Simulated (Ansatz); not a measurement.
HgTe: pressure series

Start from HgTe in the zinc blende structure (space group F-43m, No. 216; a = 6.435 Å).

Cell and atoms are relaxed at each pressure.

The values are results of LDA, PAW, 420 eV (Ansatz, an electronic-structure program; spin-orbit coupling left out), not measurements.

| P (GPa) | V (Å³/atom) |
|---|---|
| -2.00 | 34.937 |
| -1.00 | 34.062 |
| 0.90 | 32.710 |
| 2.10 | 32.004 |
| 4.52 | 30.809 |
| 9.00 | 29.116 |
| 15.00 | 27.458 |
| 22.50 | 25.930 |
| 30.00 | 24.754 |

Task: Fit a third-order Birch–Murnaghan equation of state.

Result: Least squares on P(V) = (3B₀/2)[(V₀/V)^(7/3) − (V₀/V)^(5/3)]·[1 + (3/4)(B₀′ − 4)((V₀/V)^(2/3) − 1)] gives V₀ = 33.31 Å³/atom, B₀ = 48 GPa and B₀′ = 5.0.

Measured bulk modulus of HgTe: 42.3 GPa (temperature not stated; as listed in Cormac Toher et al., Physical Review Materials (2017)); the computed value is for a static lattice, so the two differ by thermal effects too.

A case with no gap was solved on a k-mesh chosen for an insulator, which is coarse for it. Load acts through the strain it causes; cell and atoms are relaxed under it. No phonon test of stability was made. Tetrahedral semiconductors of this kind turn to denser phases somewhere between about 1 and 50 GPa; those were not computed, so compressed cells here can lie past the real transition. The final runs are not spin-polarised.
